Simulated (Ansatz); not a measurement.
Worked example: self-consistent single point of a (001) slab of MoCl6 (cut from a parent of space group no. 162; 14 atoms in the cell) in Ansatz (a quantum-chemistry and plane-wave program).

Computed with LDA (PW92), default PAW files made with PBE (plane waves; Ansatz).

```xyz
14
Lattice="6.1550 0.0000 0.0000 -3.0775 5.3304 0.0000 0.0000 0.0000 22.2894" Properties=species:S:1:pos:R:3 pbc="T T T"
Mo     0.0000     0.0000     8.3202
Cl     0.9344     1.6183     7.0000
Cl     2.1431     3.7120     9.6405
Cl     4.2863     0.0000     7.0000
Cl     1.8687     0.0000     9.6405
Cl     4.0118     3.7120     7.0000
Cl    -0.9344     1.6183     9.6405
Mo     0.0000     0.0000    13.9692
Cl     0.9344     1.6183    12.6490
Cl     2.1431     3.7120    15.2894
Cl     4.2863     0.0000    12.6490
Cl     1.8687     0.0000    15.2894
Cl     4.0118     3.7120    12.6490
Cl    -0.9344     1.6183    15.2894
```

Reference input (self-consistent single point, DFT, LDA (PW92), plane waves, default PAW files made with PBE): basis.ecutwfc = 30.9 Ry; kpoints.mp_grid.grid = 4 4 1; hamiltonian.xc = lda; hamiltonian.pseudopotentials = {kind: paw} (the program's default PAW files); scf.occupations.method = fermi_dirac; scf.occupations.width = 0.0037 Ry. This run's input differs from it in these lines:

Ansatz 0.2 input:
```diff
@@ -25,3 +25,3 @@
   mp_grid:
-    grid: [4, 4, 1]
+    grid: [12, 12, 1]
 hamiltonian:
```

The program printed (abridged):

```
SCF iter   1: F=—  HF=-22224.176723 eV  |F-HF|=—  |Δ(HF+E_count)|=         —  Δρ=3.95e-3  dr2=8.54e-2  ethr=1.77e-3  ⟨swp⟩=8.5  Hψ=6426  notcnv=0  defer=26
all-band conjugate gradients solve this SCF's bands
preconditioner: auto → Resta (q_TF=auto, 1.996 Å⁻¹)
SCF iter   2: F=—  HF=-22224.164678 eV  |F-HF|=—  |Δ(HF+E_count)|=   1.20e-2  Δρ=2.21e-3  dr2=4.05e-2  ethr=7.62e-5  ⟨swp⟩=2.1  Hψ=2184  notcnv=0  defer=76
   [... lines left out ...]
SCF iter   6: F=—  HF=-22224.158661 eV  |F-HF|=—  |Δ(HF+E_count)|=   5.01e-5  Δρ=4.29e-5  dr2=1.45e-5  ethr=1.26e-7  ⟨swp⟩=2.5  Hψ=2221  notcnv=0  defer=76
SCF iter   7: F=—  HF=-22224.158802 eV  |F-HF|=—  |Δ(HF+E_count)|=   1.42e-4  Δρ=6.87e-6  dr2=8.65e-7  ethr=1.29e-8  ⟨swp⟩=2.3  Hψ=1948  notcnv=0  defer=76
SCF iter   8: F=—  HF=-22224.158802 eV  |F-HF|=—  |Δ(HF+E_count)|=   1.36e-7  Δρ=2.51e-6  dr2=1.03e-7  ethr=7.72e-10  ⟨swp⟩=2.5  Hψ=2166  notcnv=0  defer=76
SCF iter   9: F=-22224.158803 eV  HF=-22224.158803 eV  |F-HF|=9.53e-10  |Δ(HF+E_count)|=   1.36e-8  Δρ=4.49e-7  dr2=3.29e-9  ethr=8.93e-11  ⟨swp⟩=19.7  Hψ=5571  notcnv=0
SCF 1 converged in 9 iterations: F = -22224.158803 eV  dr2 = 3.29e-9
Free energy (F): -22224.158803 eV
Internal energy: -22224.158787 eV  (E = F + TS)
E sigma→0 (E₀):  -22224.158795 eV
Entropy (-TS):   -0.000016 eV (-0.001 meV/atom)
Fermi energy:    -2.421027 eV
--- Forces (eV/Å), atoms counted from 1 ---
  atom   1  Mo     0.00000000    -0.00000000     0.00029291
  atom   2  Cl    -0.04854321    -0.08407930     0.17844834
  atom   3  Cl     0.05632731     0.09756176    -0.04643943
  atom   4  Cl     0.09708641     0.00000000     0.17844834
  atom   5  Cl    -0.11265462    -0.00000000    -0.04643943
  atom   6  Cl    -0.04854321     0.08407930     0.17844834
  atom   7  Cl     0.05632731    -0.09756176    -0.04643943
  atom   8  Mo    -0.00000000     0.00000000    -0.00029291
   [... lines left out ...]
  atom  14  Cl     0.04854321    -0.08407930    -0.17844834
--- Stress (GPa, compression-positive) ---
       -1.010200       0.000000       0.000000
        0.000000      -1.010200      -0.000000
        0.000000      -0.000000      -0.880028
  P = ⅓ Tr σ = -0.9668 GPa (-9.668 kbar)
  The stress holds the Pulay correction. Without it, at fixed plane waves, as pw.x and ABINIT print it: P = -0.9686 GPa
```

The run converged in 9 iterations. Against the reference run the free energy stays essentially unchanged (within 1 meV/atom), the largest force stays at 0.203 eV/Å and the gap on the mesh goes from 1.130 to 1.074 eV.

The starting cell comes from a database of computed structures (which also holds hypothetical and non-ambient phases and stackings), without a prior relaxation at this level. The slab is cut from that crystal, and its faces are unrelaxed. Its lattice was rescaled by up to half a per cent. Spin polarisation is off, though cut faces can carry moments; a gap of a slab can lie between surface states.

Cost on one core of a shared machine: roughly 80 s.
